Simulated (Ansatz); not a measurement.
## What pressure −1 GPa does to As

Base system: As (space group Cmce, No. 64; a = 3.656 Å, b = 11.127 Å, c = 4.627 Å; layered, stacked along the Cartesian y axis).

Perturbation: a negative pressure, −1 GPa.

Computed with r2SCAN+rVV10, PAW, 500 eV (Ansatz, a first-principles code; no spin-orbit coupling). k-mesh 10×10×7 (Γ-centred); smearing 0.05 eV (Fermi–Dirac).

The density drops by 0.23 g/cm³ to 5.06 g/cm³ and the shortest interatomic distance goes up by 0.4 pm (247.3 pm → 247.7 pm). The enthalpy H = E + PV relative to the base's energy amounts to -0.15 eV/atom and the band gap goes from zero to 0.16 eV. The electron mass comes out as 1.3 mₑ along a, 0.11 mₑ along b, 0.098 mₑ along c (at Y).

Final structure:

```
As
1.0
    1.82694    -5.69086     0.00000
    1.82694     5.69086     0.00000
    0.00000     0.00000     4.73353
As
4
Cartesian
  1.82694   4.49988   0.34669
  1.82694  -4.49988   4.38683
  1.82694   1.19097   2.71345
  1.82694  -1.19097   2.02007
```

Load acts through the strain it causes; cell and atoms are relaxed under it. Masses are band curvatures over ±0.01 Å⁻¹ around the edge. Whether these cells are dynamically stable was not tested. Gaps under 0.05 eV, about the width of the smearing, are given as zero. This is not the structure that As has at room temperature and ambient pressure. A zero or small gap of As can be the functional's error rather than a property of the material.
